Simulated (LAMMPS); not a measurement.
Consider a melt made from Ti (hcp), 1848 atoms, at 3110 K and 0 GPa, brought to that temperature within a few picoseconds in molecular dynamics.

All values are model results, not measurements: classical MD, pair style meam/spline, file Ti.meam.spline, run in LAMMPS.

Problem. Estimate the state found, the mean frequency of the vibrational (phonon) density of states, the coordination number, the density, the first peak of g(r) for this model.

Solution. state found: liquid; mean frequency of the vibrational (phonon) density of states: 4.5 THz; coordination number: 13.9 (counted to 4.06 Å); density: 4.1390 ± 0.0007 g/cm³; first peak of g(r): 2.79 Å, height 2.1.

Caution: a run this short can hold a crystal over, or a liquid under, the potential's own melting point, which these runs don't give.
